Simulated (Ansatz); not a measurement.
System: cubic perovskite CsPbCl₃ (cubic high-temperature phase). Method: HSE06 in Ansatz (plane waves, PAW).

Settings: plane-wave cutoff 460 eV, 4×4×4 k mesh, Fermi–Dirac smearing 0.01 eV, scalar-relativistic PAW data made under PBE.

Properties against volume:

```csv
V (Å³/atom),P (GPa),direct gap at Γ (eV),smallest gap on the k mesh (eV)
35.306,1.34,7.156,2.612
36.235,0.62,7.086,2.742
37.078,0.05,7.025,2.849
38.094,-0.54,6.955,2.965
39.023,-1.01,6.893,3.061
```

The fundamental gap (2.86 eV at the equilibrium volume, on the SCF mesh) lies elsewhere than Γ–Γ.

Note: the relaxation could not lower the start's symmetry, so the cell can be a saddle point above a distorted one.

Spin–orbit coupling is not included; with these elements it can move the gap by several tenths of an eV or more.

Ansatz is a quantum-chemistry and plane-wave program.
